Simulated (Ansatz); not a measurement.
## BaBrF in the PbFCl type structure (space group P4/nmm, No. 129; a model cell)

```
BaBrF
1.0
    4.40945     0.00000     0.00000
    0.00000     4.40945     0.00000
    0.00000     0.00000     7.28924
Ba Br F
2 2 2
Direct
  0.50000   0.00000   0.19385
  0.00000   0.50000   0.80615
  0.50000   0.00000   0.64721
  0.00000   0.50000   0.35279
  0.00000   0.00000   0.00000
  0.50000   0.50000   0.00000
```

All numbers come from PBEsol-D3(BJ) in Ansatz (plane waves to 420 eV, PAW, without spin-orbit coupling). k-mesh 8×8×5 (Γ-centred); smearing 0.05 eV (Fermi–Dirac).

```json
{
  "volume_per_atom": "23.62 Å³",
  "density": "5.54 g/cm³",
  "band_gap": "4.59 eV, direct at Γ",
  "electron_mass": "0.89 mₑ along c, 0.41 mₑ across",
  "Lowest conduction-band minima above the VBM": "Γ 4.59 eV; X (0, 1/2, 0) 5.87 eV",
  "total_energy": "-3135.614 eV/atom (σ→0; compares only within this code and set-up)"
}
```

Masses are band curvatures over ±0.01 Å⁻¹ around the edge. Whether these cells are dynamically stable was not tested.

Ansatz is a first-principles code.
